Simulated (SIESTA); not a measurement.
A self-consistent single point of KCl (Fm-3m, 2 atoms in the cell) with SIESTA.

Computed with LDA PW92, numerical atomic orbitals DZP, PseudoDojo LDA standard norm-conserving potentials (rewritten from UPF to PSML) in SIESTA.

```
KCl
1.0
    0.00000     3.14500     3.14500
    3.14500     0.00000     3.14500
    3.14500     3.14500     0.00000
K Cl
1 1
Cartesian
  0.00000   0.00000   0.00000
  3.14500   3.14500   3.14500
```

Reference input (self-consistent single point, DFT, GGA PBE, numerical atomic orbitals DZP, PseudoDojo PBE standard norm-conserving potentials (rewritten from UPF to PSML)): XC.functional = GGA; XC.authors = PBE; potentials = PseudoDojo PBE standard; PAO.BasisSize = DZP; PAO.EnergyShift = 0.01 Ry; MeshCutoff = 350 Ry; kgrid.MonkhorstPack = 6 6 6; OccupationFunction = FD; ElectronicTemperature = 580.23 K; MaxSCFIterations = 150; SCF.Mixer.Method = Pulay; SCF.Mixer.Weight = 0.25. This run's input differs from it in these lines:

```diff
@@ -1,2 +1,2 @@
-# files in the folder: K.psml Cl.psml (PseudoDojo PBE standard)
+# files in the folder: K.psml Cl.psml (PseudoDojo LDA standard)
 SystemName  KCl
@@ -22,4 +22,4 @@
 
-XC.functional                GGA
-XC.authors                   PBE
+XC.functional                LDA
+XC.authors                   PW92
 PAO.BasisSize                DZP
```

Log, with long lists cut:

```
        iscf     Eharris(eV)        E_KS(eV)     FreeEng(eV)     dDmax    Ef(eV) dHmax(eV)
   scf:    1    -1265.434919    -1263.015568    -1263.015568  0.490092 -5.608551  2.513288
   scf:    2    -1263.180820    -1263.103932    -1263.103932  0.054631 -6.245286  1.590754
   scf:    3    -1263.171901    -1263.144272    -1263.144272  0.070428 -4.015442  0.389614
   scf:    4    -1263.149308    -1263.147231    -1263.147231  0.027328 -4.347094  0.024081
   scf:    5    -1263.125203    -1263.137825    -1263.137825  0.042382 -5.359760  0.607692
   scf:    6    -1263.153557    -1263.147240    -1263.147240  0.041115 -4.326711  0.002029
mix: Pulay -- inversion failed, > SVD [rank/size] 3 / 5
   scf:    7    -1263.147240    -1263.147240    -1263.147240  0.000130 -4.325027  0.000024
mix: Pulay -- inversion failed, > SVD [rank/size] 3 / 6
   scf:    8    -1263.147240    -1263.147240    -1263.147240  0.000003 -4.325018  0.000013
SCF Convergence by DM+H criterion
max |DM_out - DM_in|         :     0.0000025933
max |H_out - H_in|      (eV) :     0.0000126467
SCF cycle converged after 8 iterations

Using DM_out to compute the final energy and forces

siesta: E_KS(eV) =            -1263.1472

siesta: E_KS - E_eggbox =     -1263.1472

siesta: Atomic forces (eV/Ang):
     1   -0.000000   -0.000000   -0.000000
     2   -0.000000   -0.000000    0.000000
   Tot   -0.000000   -0.000000   -0.000000
   Max    0.000000
   Res    0.000000    sqrt( Sum f_i^2 / 3N )
   Max    0.000000    constrained

Stress tensor Voigt[x,y,z,yz,xz,xy] (kbar):       15.87       15.87       15.87       -0.00       -0.00       -0.00
(Free)E + p*V (eV/cell)    -1263.7636
Target enthalpy (eV/cell)    -1263.1472

siesta: Program's energy decomposition (eV):
siesta: FreeEng =     -1263.147240

   [... lines left out ...]
siesta:     0.009907   -0.000000   -0.000000
siesta:    -0.000000    0.009907   -0.000000
siesta:    -0.000000   -0.000000    0.009907

siesta: Cell volume =         62.214547 Ang**3

siesta: Pressure (static):
siesta:                Solid            Molecule  Units
siesta:          -0.00010790         -0.00010790  Ry/Bohr**3
siesta:          -0.00990727         -0.00990727  eV/Ang**3
siesta:         -15.87319520        -15.87319520  kBar
```

The run converged in 8 iterations. Against the reference run the pressure goes from 1.11 to -1.59 GPa and the gap on the mesh goes from 5.069 to 4.599 eV.

The starting cell has typed, rounded lattice constants, without a prior relaxation at this level. Values carry the incompleteness of an atom-centred basis. The basis of the alkali or alkaline-earth atoms may lack their empty d shell, which can raise the gap.
